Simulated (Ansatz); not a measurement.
Data:

```yaml
crystal:
  lattice:
    - [-3.05471, 4.76870, 2.81428]
    - [3.05471, -4.76870, 2.81428]
    - [3.05471, 4.76870, -2.81428]
  atoms:
    - { symbol: S, position: [0.88158, 0.81005, 0.69163] }
    - { symbol: S, position: [0.38158, 0.68995, 0.07154] }
    - { symbol: S, position: [0.61842, 0.31005, 0.92846] }
    - { symbol: S, position: [0.11842, 0.18995, 0.30837] }
    - { symbol: Si, position: [0.75000, 0.75000, 0.00000] }
    - { symbol: Si, position: [0.25000, 0.25000, 0.00000] }
```

No spin polarisation.

Computed with PBEsol (Ansatz, a first-principles code), scalar-relativistic without spin-orbit coupling. Γ-centred 8×8×8 mesh, Fermi–Dirac width 0.05 eV.

Predict the space group and band gap.

The space group is Ibam (No. 72) and the band gap comes out as 2.88 eV.

The cells carry an imposed strain or load. Whether these cells are dynamically stable was not tested. The cell was made from SiS₂ (space group Ibam, No. 72; made of chains) by this change: isotropic strain +1.51 %. No dispersion term is included in the PBEsol runs.
